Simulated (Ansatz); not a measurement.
Abridged Ansatz (a program for electronic structure) output:

```
Pseudopotential: Na, paw, valence charge 9
Crystal: 2 atoms, lattice volume = 72.761 Å³
Basis set: ecut = 420 eV, 1389 PW (Γ), exchange–correlation on 50×50×90 points (8 copies of the dense FFT grid, shifted against one another)
Bands: 13, of which v1, the nominal top of the filled ones, is band 9 counted from 1 (8 counted from 0)
Symmetry: 24 space group operations
k-points: 120 of 1568
Functional: x = pbesol(κ = 0.804, μ = 0.12345679012345678), c = pbesol(β = 0.046)
SCF iter   1: F=—  HF=-2951.746068 eV  |F-HF|=—  |Δ(HF+E_count)|=         —  Δρ=1.64e-3  dr2=8.85e-4  ethr=1.77e-3  ⟨swp⟩=4.2  Hψ=7880  notcnv=0
SCF iter   2: F=—  HF=-2951.744652 eV  |F-HF|=—  |Δ(HF+E_count)|=   1.42e-3  Δρ=6.22e-4  dr2=1.88e-4  ethr=4.92e-6  ⟨swp⟩=2.7  Hψ=3576  notcnv=0
SCF 1 converged in 8 iterations: F = -2951.744615 eV  dr2 = 1.13e-11
SCF converged after 8 iterations
Free energy (F): -2951.744615 eV
Internal energy: -2951.736964 eV  (E = F + TS)
E sigma→0 (E₀):  -2951.740790 eV
Entropy (-TS):   -0.007651 eV (-3.826 meV/atom)
Fermi energy:    1.785090 eV
--- Forces (eV/Å), atoms counted from 1 ---
  atom   1  Na     0.00000000    -0.00000000     0.00000000
  atom   2  Na    -0.00000000     0.00000000     0.00000000
--- Stress (GPa, compression-positive) ---
       -0.002536       0.000000      -0.000000
        0.000000      -0.002536      -0.000000
       -0.000000      -0.000000      -0.003300
  P = ⅓ Tr σ = -0.0028 GPa (-0.028 kbar)
```

Q: What was computed, and what are the main results?

A: Na, 2 atoms in the cell, with DFT with PBEsol, PAW potentials and a 420 eV plane-wave cutoff in Ansatz, no spin-orbit coupling. The last SCF converged to F = -2951.744615 eV, or -1475.8723 eV per atom, at a pressure of 0.00 GPa. The total energy compares only with runs of the same code, potentials and settings.

No phonon test of stability was made. The cell was made from Lu by this change: Lu → Na; the result is a model cell. This is not the structure that Na has at room temperature and ambient pressure.
